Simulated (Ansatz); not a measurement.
Take Mo in the bcc (W type) structure (space group Im-3m, No. 229; a = 3.112 Å; relaxed with 0.1 eV smearing) as the base. Axes: x, y, z lie along the cube axes.

Level of theory: LDA (Ansatz, a quantum-chemistry and plane-wave program), scalar-relativistic without spin-orbit coupling.

For the base:

```
Item                                Value
-----------------------------  ----------
Shortest interatomic distance  5.092 bohr
Pressure                          0.0 GPa
```

Perturbation: the cell is compressed by 1.00 % along z with no lateral relaxation, atoms relaxed at fixed cell.

Q: What happens to the energy relative to the base, shortest interatomic distance and pressure?

A: The energy grows by 2.5 meV/atom; the shortest interatomic distance drops by 0.017 bohr, from 5.092 bohr to 5.075 bohr; the pressure (mean of the normal stresses, compression positive) goes from zero to 3.0 GPa.

The cells carry an imposed strain or load. No phonon test of stability was made. The final runs are not spin-polarised.
